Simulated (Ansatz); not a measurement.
The starting structures come from a database of crystals and need not be the phases stable at ambient conditions.

Inside the gap of an insulator the Bloch states are evanescent, with a wavenumber k + iκ along the transport direction.

Here is the system:

```
ZnSe2
1.0
    9.01438     0.00000     0.00000
   -4.50719     7.80668     0.00000
    4.50719     2.60223     3.68011
Zn Se
4 8
Direct
  0.00000   0.50000   0.00000
  0.50000   0.50000   0.00000
  0.00000   0.00000   0.00000
  0.50000   0.00000   0.00000
  0.00000   0.10852   0.39148
  0.00000   0.89148   0.60852
  0.50000   0.89148   0.39148
  0.50000   0.10852   0.60852
  0.78296   0.39148   0.82556
  0.21704   0.60852   0.17444
  0.71704   0.60852   0.39148
  0.28296   0.39148   0.60852
```

Space group of this cell: Pa-3. The cell is taken as given; by r2SCAN its mean pressure is -2.2 GPa.

Transport runs along the normal of the first two printed cell vectors, the (111) plane of the conventional cell.

No gap correction and no spin-orbit coupling; mid-gap values are interpolated between computed energies.

Question: State the band gap and the smallest decay constant κ at mid-gap according to r2SCAN in Ansatz (a program for electronic structure).

Answer: Gap 1.16 eV on a 8×8×8 mesh; κ = 0.163 1/Å, at (0.333, 0.000) of the in-plane reciprocal vectors. At the zone centre, at the nearest computed energy, the slowest state has κ = 0.19 1/Å.
